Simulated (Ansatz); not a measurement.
Polymorphs of BN, r2SCAN, rigid bands (Ansatz, a first-principles code); geometry: cell and atoms relaxed with PBEsol.
- P6_3mc, primitive cell of 4: a = b = 2.5410 Å, c = 4.2033 Å, α = β = 90.00°, γ = 120.00°
- P4_2/mnm, primitive cell of 8: a = 4.3988 Å, b = 4.3988 Å, c = 2.5385 Å, α = 90.00°, β = 90.00°, γ = 90.00°
- F-43m, primitive cell of 2: a = 2.5496 Å, b = 2.5496 Å, c = 2.5496 Å, α = 60.00°, β = 60.00°, γ = 60.00°

```csv
Space group,volume per atom (Å³),band gap,electron conductivity mass,hole conductivity mass,"Seebeck coefficient, n-type 1e19 cm⁻³"
P6_3mc,5.9,5.74 eV,0.41 mₑ,…,…
P4_2/mnm,6.1,5.31 eV,0.43 mₑ,0.75 mₑ,-250 μV/K
F-43m,5.9,…,0.38 mₑ,0.68 mₑ,-281 μV/K
```

Q: Complete the blanks.

A: 
- P6_3mc, hole conductivity mass: 0.92 mₑ
- P6_3mc, Seebeck coefficient, n-type 1e19 cm⁻³: -247 μV/K
- F-43m, band gap: 5.01 eV

Masses are for dilute carriers at 300 K, harmonic means over directions unless an axis is named. Seebeck coefficients are for the stated density at 300 K, with one relaxation time for all states and whether or not that doping can be reached. Spin-orbit coupling is left out.

Computed structure with no diffraction record at hand here (it may be known, metastable or hypothetical): BN (P4_2/mnm).
